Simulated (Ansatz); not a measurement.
Consider the following.

```xyz
3
Lattice="0.0000 2.5251 2.5251 2.5251 0.0000 2.5251 2.5251 2.5251 0.0000" Properties=species:S:1:pos:R:3 pbc="T T T"
Hf     0.0000     0.0000     0.0000
O      1.2626     1.2626     1.2626
O      3.7877     3.7877     3.7877
```

A single point on HfO2 with a change (isotropic strain −0.94 %), its geometry relaxed with PBE.

Method: PBE (Ansatz, a first-principles code, PAW, spin-orbit coupling included), earlier PAW set. Settings: 11×11×11 k-points, 0.05 eV Fermi–Dirac smearing.

Q: Predict the electron mass, gap character, band gap and width of the top valence band.

A: 
- Electron mass: 1.2 mₑ along k, 0.74 mₑ across (at X)
- Gap character: direct at X
- Band gap: 3.82 eV
- Width of the top valence band: 1.73 eV

Single points use the geometry relaxed with PBE. Masses are band curvatures over ±0.01 Å⁻¹ around the edge. Along k means along the line from Γ to the band edge. Whether these cells are dynamically stable was not tested. The cell was made from HfO₂ in the fluorite structure (space group Fm-3m, No. 225) by this change: isotropic strain −0.94 %. This is not the structure that HfO2 has at room temperature and ambient pressure.
